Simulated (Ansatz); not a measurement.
Here is the system:

```
CELL_PARAMETERS angstrom
      3.85908     0.00000     0.00000
      0.00000     3.85908     0.00000
      0.00000     0.00000     5.45235
ATOMIC_POSITIONS crystal
  Al 0.50000 0.50000 0.50000
  Ga 0.00000 0.00000 0.00000
  P  0.00000 0.50000 0.24968
  P  0.50000 0.00000 0.75032
```

The numbers are results of PBEsol with spin-orbit coupling, rigid bands (plane waves, PAW; Ansatz, an electronic-structure program), not measurements. Condition of this run: spin-orbit coupling switched on. How the cell was made: cell and atoms relaxed with PBEsol.

Problem. What conductivity effective mass do dilute holes have at 300 K?

Solution. 0.56 (x), 0.56 (y), 0.63 (z) mₑ.

Problem. What conductivity effective mass do dilute electrons have at 300 K?

Solution. 0.57 (x), 0.57 (y), 0.38 (z) mₑ.

Problem. And the band gap?

Solution. 1.44 eV at this level; semilocal functionals usually fall short of the measured gap.

Rigid bands, one relaxation time for all states, no polarons.

Computed structure, not matched to a measured one here, so possibly hypothetical: GaAlP2 (P-4m2).
